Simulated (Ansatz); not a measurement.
The starting structures come from a database of crystals and need not be the phases stable at ambient conditions.

The decay constant κ of evanescent states in the gap governs leakage through a thin film.

Consider the following.

```
CaB2C2
1.0
    5.34821     0.00000     0.00000
    0.00000     5.34821     0.00000
    2.67410    -2.67410     3.70392
Ca B C
2 4 4
Cartesian
  2.67410   2.67410   1.85196
  5.34821   0.00000   1.85196
  3.41483   4.60748   0.00000
  4.60748  -1.93338   3.70392
  0.74073   3.41483   0.00000
  4.60748   1.93338   0.00000
  1.82037   4.49448   0.00000
  3.52784   0.85373   0.00000
  3.52784  -0.85373   3.70392
  4.49448   3.52784   0.00000
```

Space group of this cell: I4/mcm. The cell is taken as given.

Transport runs along the normal of the first two printed cell vectors, the (001) plane of the conventional cell.

The gap is the functional's own, uncorrected, and κ follows it; spin-orbit coupling is left out. Mid-gap values are interpolated between the computed energies.

Question: Estimate the band gap and the smallest decay constant κ at mid-gap that r2SCAN (Ansatz, a quantum-chemistry and plane-wave program) returns for this system.

Answer: Gap 0.81 eV on a 8×8×8 mesh; κ = 0.175 1/Å, at the zone centre.
